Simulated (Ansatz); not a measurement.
L1₀ (CuAu-type) TiAl was calculated with PBEsol (Ansatz, a quantum-chemistry and plane-wave program, PAW).

Settings: plane-wave cutoff 560 eV, 20×20×14 k mesh (along the axes of the cell as run), Fermi–Dirac smearing 0.05 eV, no spin polarisation, scalar-relativistic PAW data made under PBE.

Starting structure:

```yaml
crystal:
  lattice:
    - [2.83000, 0.00000, 0.00000]
    - [0.00000, 2.83000, 0.00000]
    - [0.00000, 0.00000, 4.07000]
  atoms:
    - { symbol: Ti, position: [0.00000, 0.00000, 0.00000] }
    - { symbol: Al, position: [0.50000, 0.50000, 0.50000] }
```

Problem. Into what structure does the relaxation of cell and atoms lead at this level, with the symmetry of the start kept?

Solution. The volume shrinks by 3.2 %; final space group P4/mmm.
```yaml
crystal:
  lattice:
    - [2.79507, 0.00000, 0.00000]
    - [0.00000, 2.79507, 0.00000]
    - [0.00000, 0.00000, 4.03849]
  atoms:
    - { symbol: Ti, position: [0.00000, 0.00000, 0.00000] }
    - { symbol: Al, position: [0.50000, 0.50000, 0.50000] }
```
